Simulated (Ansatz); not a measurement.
N interstitial started as a split pair with N (metastable zinc-blende GaN host)

Calculation: PBE, PAW (plane waves to 420 eV; Ansatz, an electronic-structure program). The supercell holds 64 host sites (2×2×2 repeats of the unit cell), with a 2×2×2 shifted k-point sampling for the final energies. Site at the start: split with N. Energies of charged states are corrected for periodic images (point charge plus alignment at distant sites). Dielectric constants: PBE linear response of the host. Host gap at this level: 1.54 eV. Finite-size and sampling errors can reach tenths of an eV here. Levels are measured in PBE's own, too narrow, gap. Spin–orbit coupling is left out. Each state is the lowest found from its start.

Formation energies E_f are given with the Fermi level at the valence-band maximum. Chemical conditions: Ga-rich (Δμ(N) = -0.87 eV; only phases computed here count, gases as isolated molecules at 0 K); N-rich (Δμ(N) = 0.00 eV; only phases computed here count, gases as isolated molecules at 0 K). Reference phases: N: N2 molecule in a box.

The name describes the start; the neighbours show where the added atom ended.

```json
[
 {"charge": "+3†", "moment (μB)": "not spin-polarised", "largest move off a lattice site (Å)": "0.50", "neighbours of the added atom at the end (Å)": "N 1.14, Ga 2.19, Ga 2.19", "image correction with alignment (eV)": "1.88", "E_f, Ga-rich (eV)": "–", "E_f, N-rich (eV)": "–", "above the lowest spin state (eV)": "0.00"},
 {"charge": "+2†", "moment (μB)": "1.0", "largest move off a lattice site (Å)": "0.40", "neighbours of the added atom at the end (Å)": "N 1.20, Ga 2.06, Ga 2.06", "image correction with alignment (eV)": "0.94", "E_f, Ga-rich (eV)": "–", "E_f, N-rich (eV)": "–", "above the lowest spin state (eV)": "0.00"},
 {"charge": "+1", "moment (μB)": "2.0", "largest move off a lattice site (Å)": "0.32", "neighbours of the added atom at the end (Å)": "N 1.27, Ga 1.96, Ga 1.96, Ga 2.71, Ga 2.71", "image correction with alignment (eV)": "0.30", "E_f, Ga-rich (eV)": "4.23", "E_f, N-rich (eV)": "3.35", "above the lowest spin state (eV)": "0.00"},
 {"charge": "+1", "moment (μB)": "not spin-polarised", "largest move off a lattice site (Å)": "0.32", "neighbours of the added atom at the end (Å)": "N 1.27, Ga 1.95, Ga 1.95, Ga 2.70, Ga 2.70", "image correction with alignment (eV)": "0.29", "E_f, Ga-rich (eV)": "4.81", "E_f, N-rich (eV)": "3.94", "above the lowest spin state (eV)": "0.58"},
 {"charge": "0†", "moment (μB)": "1.0", "largest move off a lattice site (Å)": "0.26", "neighbours of the added atom at the end (Å)": "N 1.35, Ga 1.88, Ga 1.88, Ga 2.68, Ga 2.68", "image correction with alignment (eV)": "0.00", "E_f, Ga-rich (eV)": "5.71", "E_f, N-rich (eV)": "4.83", "above the lowest spin state (eV)": "0.00"},
 {"charge": "−1†", "moment (μB)": "not spin-polarised", "largest move off a lattice site (Å)": "0.25", "neighbours of the added atom at the end (Å)": "N 1.52, Ga 1.82, Ga 2.01, Ga 2.01, N 2.61, N 2.81, N 2.81", "image correction with alignment (eV)": "0.07", "E_f, Ga-rich (eV)": "–", "E_f, N-rich (eV)": "–", "above the lowest spin state (eV)": "0.00"}
]
```

† Not settled in this cell, so no level is given: charge +3: level within 0.1 eV of a band edge or past it; charge +2: level within 0.1 eV of a band edge or past it; charge 0: level within 0.1 eV of a band edge or past it; charge −1: level within 0.1 eV of a band edge or past it.

No other site or start that was run ended lower by more than 0.1 eV.
